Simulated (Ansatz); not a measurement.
A calculation on rock-salt VN (cubic form, which distorts at low temperature) returned lattice constant a 4.079 Å, bulk modulus 335 GPa.

For reference: lattice constant a 4.136 Å (measured, room temperature, no zero-point or thermal correction; as tabulated in Friedrich, Winkler, Juarez-Arellano, Bayarjargal, Materials 4, 1648 (2011)); bulk modulus 265 ± 5 GPa (measured, room temperature, no zero-point or thermal correction, our sources range from 265 to 300; as tabulated in Synthesis of Binary Transition Metal Nitrides, Carbides and Borides from the …).

Question: Which level of theory produced these numbers?
A) PBEsol-D3(BJ) (Ansatz (a program for electronic structure))
B) revPBE (Ansatz)
C) rVV10 (Ansatz)
D) PBE-D3(BJ) (Ansatz)

Answer: D, PBE-D3(BJ) (Ansatz)

The others give: rVV10 4.150 Å, 300 GPa; PBEsol-D3(BJ) 4.042 Å, 363 GPa; revPBE 4.135 Å, 301 GPa.

Unless a cell is named, each level is at its own relaxed cell (PBE-D3(BJ) 8.48, PBEsol-D3(BJ) 8.25, revPBE 8.84, rVV10 8.93 Å³/atom).

The crystal itself was run without spin with rVV10, PBEsol-D3(BJ), revPBE, PBE-D3(BJ); a magnetic state was not tried in these runs.

Caveats: symmetry holds this phase in the static calculation, where it need not be a minimum (rVV10, PBEsol-D3(BJ), revPBE, PBE-D3(BJ)). Ansatz's density-functional and Hartree–Fock values are scalar-relativistic unless marked +SOC, with PAW data made under PBE.
